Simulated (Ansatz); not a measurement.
For ZrTa (model structure, Fm-3m, No. 225, 2 atoms in the cell), PBEsol in Ansatz (PAW) gives:

```
Item                                   Value
------------------------------  ------------
equilibrium lattice constant a       5.577 Å
bulk modulus                         105 GPa
cohesive energy                 6.70 eV/atom
```

What does r²SCAN (plane waves, PAW; Ansatz, a quantum-chemistry and plane-wave program) give for the same quantities?


- lattice constant a: 5.644 Å (increases by 1.2 %)
- bulk modulus: 96.4 GPa (decreases by 8.2 %)
- cohesive energy: 5.57 eV/atom (falls by 1.13 eV/atom)

Changes are worked out from the printed values.

Unless a cell is named, each level is at its own relaxed cell (PBEsol 21.68, r²SCAN 22.47 Å³/atom).

Levels without +SOC leave out spin–orbit coupling, which shifts energies and cells of such heavy elements.

Caveats: the bulk modulus is −V dP/dV from two relaxed cells at ±2 % in volume (PBEsol, r²SCAN). Ansatz's density-functional and Hartree–Fock values are scalar-relativistic unless marked +SOC, with PAW data made under PBE.

A model structure was made by putting elements into a prototype or built by hand; it is no filed structure, need not be a known phase, and can be a saddle point held by its symmetry.
